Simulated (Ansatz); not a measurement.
## Response to strain in AlRu

Consider AlRu in the CsCl type structure (space group Pm-3m, No. 221; a = 2.9770 Å; relaxed with 0.1 eV smearing). Axes: x, y, z lie along the cube axes.

Strains are applied to the cell and any free atomic positions relax.

Computed with Ansatz (a program for electronic structure) PBEsol, no SOC.

Notes on the quantities. energy relative to the base: free energy F.

| uniaxial strain ε_zz (%) | energy relative to the base (meV/atom) |
|---|---|
| 0 | 0.0 |
| 0.5 | 0.3 |
| 1 | 1.4 |
| 1.5 | 3.0 |
| 2 | ? |
| 2.5 | 8.2 |
| 3 | 11.7 |

### Question
Fit ΔE = Aε² + Bε³ (ε in %) to the rows shown and predict the withheld row.

### Answer
Least squares on the printed values gives A = 1.38 and B = -0.027 meV/atom (largest residual 0.0 meV/atom); this predicts 5.3 meV/atom, and the run gives 5.3 meV/atom, in agreement.

Stability against distortions was not tested. All final runs are without spin polarisation.
